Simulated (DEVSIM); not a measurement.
## GaAs n-i-p diode

System: GaAs n-i-p diode, at 300 K.

```
layer (left to right)  material  thickness (μm)  Nd (cm⁻³)  Na (cm⁻³)  τn (s)  τp (s)
---------------------  --------  --------------  ---------  ---------  ------  ------
1                          GaAs           0.200     2.1e17          -  3.4e-8  3.4e-8
2                          GaAs           0.350          -     8.4e12  3.4e-8  3.4e-8
3                          GaAs           0.370          -     2.1e17  3.4e-8  3.4e-8
```

Left contact: ohmic. Right contact: ohmic. Voltage is applied to the left contact. Recombination: SRH at mid-gap, radiative, Auger. Mobility is μmin + (μ − μmin)/(1 + (N/Nref)^α).

This is a model device: material constants are rounded textbook-type values typed into the input, and sizes, dopings and lifetimes were drawn at random. Values at 300 K.

```
parameter        GaAs
-------------  ------
gap (eV)        1.424
affinity (eV)    4.07
permittivity     12.9
Nc (cm⁻³)      4.7e17
Nv (cm⁻³)        9e18
μn (cm²/Vs)      8500
μp (cm²/Vs)       400
μn,min            500
μp,min             20
Nref,n           6e16
Nref,p         1.5e17
αn               0.39
αp               0.38
B (cm³/s)       2e-10
Cn (cm⁶/s)      1e-30
Cp (cm⁶/s)      1e-30
```

Model (solved in DEVSIM): 1D drift-diffusion, Boltzmann statistics, complete ionisation; no tunnelling, impact ionisation, image-force lowering or self-heating.

- Potential step across the device at zero bias = 1.306 V
- Dark forward voltage at 1 A/cm² = 1.009 V
- Dark forward voltage at 100 A/cm² = 1.130 V

Dark reverse current:

```tsv
V (V)	J (A/cm²)
0.10	1.9e-11
0.25	3.7e-11
0.50	5.9e-11
0.75	7.7e-11
1.00	9.0e-11
1.50	1.1e-10
2.00	1.3e-10
2.50	1.4e-10
3.25	1.5e-10
4.00	1.6e-10
5.00	1.7e-10
```

Small-signal capacitance in reverse bias (quasi-static):

| V (V) | C (nF/cm²) |
|---|---|
| 0.1 | 30.8 |
| 0.25 | 30.4 |
| 0.5 | 30.0 |
| 0.75 | 29.6 |
| 1 | 29.2 |
| 1.5 | 28.6 |
| 2 | 28.0 |
| 2.5 | 27.4 |
| 3.25 | 26.7 |
| 4 | 26.0 |
| 5 | 25.1 |
